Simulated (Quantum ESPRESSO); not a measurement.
Worked example: self-consistent single point of TiGeSb (P4/nmm, 6 atoms in the cell) in Quantum ESPRESSO.

Level of theory: PBEsol, PseudoDojo standard norm-conserving (PBESOL) pseudopotentials (plane waves; Quantum ESPRESSO 7.5).

The change in words: lattice scaled by 0.98. Reference geometry:
```
CELL_PARAMETERS angstrom
      3.66286     0.00000     0.00000
      0.00000     3.66286     0.00000
      0.00000     0.00000     8.17256
ATOMIC_POSITIONS crystal
  Ti 0.00000 0.50000 0.75285
  Ti 0.50000 0.00000 0.24715
  Ge 0.00000 0.00000 0.00000
  Ge 0.50000 0.50000 0.00000
  Sb 0.00000 0.50000 0.38354
  Sb 0.50000 0.00000 0.61646
```

Reference input (self-consistent single point, DFT, PBEsol, plane waves, PseudoDojo standard norm-conserving (PBESOL) pseudopotentials): ecutwfc = 85 Ry; occupations = smearing; smearing = gauss; degauss = 0.0099958 Ry; potentials = {Ti: Ti.upf, Ge: Ge.upf, Sb: Sb.upf}; K_POINTS = automatic 7 7 3 0 0 0; conv_thr = 1e-09 Ry. This run's input differs from it in these lines:

```diff
@@ -34,5 +34,5 @@
 CELL_PARAMETERS {angstrom}
-   3.66286100     0.00000000     0.00000000
-   0.00000000     3.66286100     0.00000000
-   0.00000000     0.00000000     8.17255900
+   3.58960400     0.00000000     0.00000000
+   0.00000000     3.58960400     0.00000000
+   0.00000000     0.00000000     8.00910800
```

Log, with long lists cut:

```
     Self-consistent Calculation

     iteration #  1     ecut=    85.00 Ry     beta= 0.70

     Threshold (ethr) on eigenvalues was too large:
     Diagonalizing with lowered threshold

     total energy              =    -957.16678798 Ry
     estimated scf accuracy    <       0.20843312 Ry

     iteration #  2     ecut=    85.00 Ry     beta= 0.70

     total energy              =    -957.03800843 Ry
     estimated scf accuracy    <       1.58943974 Ry

     iteration #  3     ecut=    85.00 Ry     beta= 0.70

     total energy              =    -957.25987067 Ry
     estimated scf accuracy    <       0.05277925 Ry

   [... 8 blocks of this kind left out ...]

     iteration # 12     ecut=    85.00 Ry     beta= 0.70

     total energy              =    -957.27606088 Ry
     estimated scf accuracy    <          6.4E-09 Ry

     iteration # 13     ecut=    85.00 Ry     beta= 0.70
     End of self-consistent calculation

     the Fermi energy is    15.4610 ev

!    total energy              =    -957.27606088 Ry
     estimated scf accuracy    <          3.7E-10 Ry
     smearing contrib. (-TS)   =      -0.00197254 Ry
     internal energy E=F+TS    =    -957.27408835 Ry

     convergence has been achieved in  13 iterations

     Forces acting on atoms (cartesian axes, Ry/au):

     atom    1 type  1   force =     0.00000000    0.00000000   -0.00377702
     atom    2 type  1   force =     0.00000000    0.00000000    0.00377702
     atom    3 type  2   force =     0.00000000    0.00000000    0.00000000
     atom    4 type  2   force =     0.00000000    0.00000000    0.00000000
     atom    5 type  3   force =     0.00000000    0.00000000    0.00298225
     atom    6 type  3   force =     0.00000000    0.00000000   -0.00298225

     Total force =     0.006806     Total SCF correction =     0.000016

          total   stress  (Ry/bohr**3)                   (kbar)     P=       82.08
   0.00059687   0.00000000   0.00000000           87.80        0.00        0.00
   0.00000000   0.00059687   0.00000000            0.00       87.80        0.00
   0.00000000   0.00000000   0.00048015            0.00        0.00       70.63

   JOB DONE.
```

The run converged in 13 iterations. Against the reference run the free energy rises by 27.5 meV/atom, the pressure goes from 0.38 to 8.21 GPa and the largest force goes from 0.053 to 0.097 eV/Å.

The starting cell comes from a database of computed structures (which also holds hypothetical and non-ambient phases and stackings), without a prior relaxation at this level. Its lattice was rescaled by a random factor within 2.5 % of one. For this run, on top of that: lattice scaled by 0.98. Spin polarisation is off. With a pressure of about 8 GPa the cell is away from its equilibrium volume at this level.

Cost on one core of a shared machine: roughly 5 min.
